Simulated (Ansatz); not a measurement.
# AgTe₄Au (P2/c, No. 13)

Calculation: r²SCAN (Ansatz, a program for electronic structure, PAW).

Settings: plane-wave cutoff 500 eV, 6×10×6 k mesh (along the axes of the cell as run), Fermi–Dirac smearing 0.05 eV, no spin polarisation, scalar-relativistic PAW data made under PBE.

Cell (relaxed at this level):

Space group P2/c (No. 13); a = 9.0004 Å, b = 4.6148 Å, c = 10.2469 Å, α = 90.00°, β = 123.90°, γ = 90.00°

```
atom  site  symmetry       x       y       z
----  ----  --------  ------  ------  ------
Ag      2f         2  0.5000  0.5242  0.2500
Te      4g         1  0.7061  0.0379  0.7061
Te      4g         1  0.1946  0.6101  0.4570
Au      2a        -1  0.0000  0.0000  0.0000
```

- band gap = zero (no gap)

Note: the volume lies 6 % above that of the published cell.

Spin–orbit coupling is not included; it can shift volumes and moduli of such heavy elements.

Computed values are for the static lattice.
